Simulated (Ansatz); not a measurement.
# Se (model structure, started from the diamond type, Fd-3m, No. 227, 2 atoms in the cell)

These are PBEsol (Ansatz, a first-principles code, plane waves, PAW) values and carry that method's errors.

Numerical settings: plane-wave cutoff 520 eV, 18×18×18 k mesh, Fermi–Dirac smearing 0.05 eV, scalar-relativistic PAW data made under PBE.

Cell (relaxed at this level):

```yaml
crystal:
  lattice:
    - [0.00000, 3.11147, 3.11147]
    - [3.11147, 0.00000, 3.11147]
    - [3.11147, 3.11147, 0.00000]
  atoms:
    - { symbol: Se, position: [0.25000, 0.25000, 0.25000] }
    - { symbol: Se, position: [0.00000, 0.00000, 0.00000] }
```

- band gap: none
- bulk modulus B0: 43.8 GPa

Note: the bulk modulus is −V dP/dV from two relaxed cells at ±2 % in volume; the relaxation could raise the start's symmetry but not lower it, so the cell can be a saddle point.

Spin–orbit coupling is not included.

Computed values are for the static lattice.

It cost roughly 100 core-seconds of CPU time.

A model structure was made by putting elements into a prototype or built by hand; it is no filed structure, need not be a known phase, and can be a saddle point held by its symmetry.
